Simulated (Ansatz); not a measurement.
CaO (model structure, F-43m, No. 216, 2 atoms in the cell) was calculated with LDA (PAW; Ansatz, a quantum-chemistry and plane-wave program).

Run with plane-wave cutoff 520 eV, 12×12×12 k mesh, Fermi–Dirac smearing 0.01 eV, scalar-relativistic PAW data made under PBE.

Cell (relaxed with PBEsol):

CaO is modelled in the cubic space group F-43m (No. 216), the zinc blende structure, Pearson symbol cF8. Lattice parameters: a = b = c = 5.180 Å, α = β = γ = 90.00°. Ca on 4a has 4 O at 2.243 Å (tetrahedral). O on 4d is surrounded by 4 Ca at 2.243 Å (tetrahedral). (Neighbours: up to the widest gap in distance over summed covalent radii, below 1.35, at either atom; cation-cation and far metal-metal contacts left out.)
(The calculation used a cell of 2 atoms; values per cell refer to that cell.)

Problem. What does this level give for the band gap and smallest direct gap on the k points sampled?

Solution. 
band gap: 3.20 eV (indirect)
smallest direct gap on the k points sampled: 3.88 eV

Note: the relaxation could raise the start's symmetry but not lower it, so the cell can be a saddle point; cell and atoms aren't relaxed at this level (pressure -3.1 GPa).

The computed numbers hold no vibrational or temperature effects.

The result took very roughly 7 core-seconds.

A model structure was made by putting elements into a prototype or built by hand; it is no filed structure, need not be a known phase, and can be a saddle point held by its symmetry.
